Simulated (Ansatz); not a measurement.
Consider CsPbCl$_{3}$ in the cubic perovskite structure (space group Pm-3m, No. 221).

```
CsPbCl3
1.0
    5.61875     0.00000     0.00000
    0.00000     5.61875     0.00000
    0.00000     0.00000     5.61875
Cs Pb Cl
1 1 3
Cartesian
  0.00000   0.00000   0.00000
  2.80938   2.80938   2.80938
  2.80938   0.00000   2.80938
  0.00000   2.80938   2.80938
  2.80938   2.80938   0.00000
```

Level of theory: DFT with PBEsol, PAW potentials and a 420 eV plane-wave cutoff in Ansatz (a program for electronic structure), scalar-relativistic without spin-orbit coupling.

Strains are applied to the cell and any free atomic positions relax.

One change was made to it. Results:

| quantity | base | after |
|---|---|---|
| hole mass | 0.17 mₑ (at R) | 0.22 mₑ (at R) |
| pressure | 0.00 GPa | -1.80 GPa |
| energy relative to the base (free energy F) | 0 meV/atom | +20 meV/atom |
| width of the top valence band | 2.48 eV | 1.86 eV |

Which change produced these results?
A) isotropic strain +3.00 %
B) isotropic strain +2.40 %
C) isotropic strain +1.80 %
D) isotropic strain +1.20 %

A, isotropic strain +3.00 %. For comparison, the energy relative to the base in the other runs: isotropic strain +1.80 % gives +7.6 meV/atom; isotropic strain +2.40 % gives +13 meV/atom; isotropic strain +1.20 % gives +3.4 meV/atom.

Spin-orbit coupling, missing from the scalar runs, can matter with Pb. The levels and masses belong to the bands next to the band gap. Effective masses come from finite differences of ±0.01 Å⁻¹. Stability against distortions was not tested. Many cubic perovskites are stable only at high temperature; tilts and polar distortions were not tested. This is not the structure that CsPbCl3 has at room temperature and ambient pressure.
